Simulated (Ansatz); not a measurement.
Model glasses of amorphous Si3N4, 72 to 78 atoms (Si30N40 before any change). Each row is one cell at a composition chosen by hand, melted whole on the CHGNet potential with the anions pushed apart under 1.9 Å, quenched within some picoseconds, far faster than a real film, and relaxed with PBE, scalar-relativistic without spin-orbit coupling (plane waves to 420 eV, PAW; Ansatz, a first-principles code). Each is the lower in DFT energy of 2 quenches. Cycles of charging and discharging were tried on the cells ahead of these points, and a cell that came back lower was taken. The column on the box says what of it was relaxed with the atoms; held means as the quench left it. Cells that kept moments or hold spare charge are left out, and those that charging annealed.

From the neutral cell one electron is taken away, or one added, and the atoms relax (PBE, the zone centre alone, moment held at 1 μB, uniform background; no image-charge correction, which leaves W too low where the charge is localised). W = E(+1) + E(−1) − 2 E(0) is the cost of moving an electron from one such cell to another; the spacing parts the highest filled and lowest empty level of the neutral cell, which ran without spin polarisation.

Formal charges balance in every cell (each cation at its usual highest valence, Cu and Ag at +1, Sb at +3, H at +1, O at −2, N at −3, F and Cl at −1). R− and R+ are the energies that the atoms' relaxation gave back after the electron was added or removed.

| cell | change | box | spacing (eV) | R− (eV) | R+ (eV) | spacing − R− − R+ (eV) | W (eV) |
|---|---|---|---|---|---|---|---|
| Si30N44Ge3 | +3 Ge, +4 N | volume and shape | 0.55 | 0.47 | 0.22 | -0.14 | 0.23 |
| Si30N41Al | +1 Al, +1 N | shape | 2.07 | 1.18 | 0.60 | 0.29 | withheld |
| Si30N42Mg3 | +3 Mg, +2 N | shape | 2.04 | 1.28 | 0.15 | 0.61 | 0.80 |
| Si30N44Ti3 | +4 N, +3 Ti | volume and shape | 1.65 | 0.37 | 0.32 | 0.96 | 1.23 |
| Si30N44Hf3 | +3 Hf, +4 N | shape | 1.91 | 0.51 | 0.31 | 1.09 | 1.29 |
| Si30N45Nb3 | +5 N, +3 Nb | volume and shape | 1.76 | 0.23 | 0.24 | 1.29 | 1.55 |
| Si30N41Li3 | +3 Li, +1 N | volume and shape | 2.34 | 0.76 | 0.09 | 1.49 | 1.65 |
| Si30N42Be3 | +3 Be, +2 N | volume and shape | 2.50 | 0.25 | 0.21 | 2.04 | 2.25 |

Task: Fit a straight line of the last column on the one before it through the 7 full rows, and predict the withheld value for Si30N41Al.

Result: Means: x = 1.049, y = 1.286. Slope = Σ(Δx Δy) / Σ(Δx²) = 2.6536 / 2.8507 = 0.931; intercept = 1.286 − (0.931) × 1.049 = 0.309 eV; r.m.s. residual 0.048 eV. Prediction: 0.309 + (0.931) × 0.29 = 0.58 eV. The run gave 0.58 eV, a miss of 0.00 eV, within the residual.

Task: What would a slope of 1 with no intercept mean?

Result: That adding and removing an electron at fixed atoms costs just the level spacing, as it does for levels spread over a large cell, so that W follows by bookkeeping. The fit has 0.931 and 0.309 eV; a departure holds the carrier's repulsion on its site, which raises W, and the uncorrected background, which lowers it.
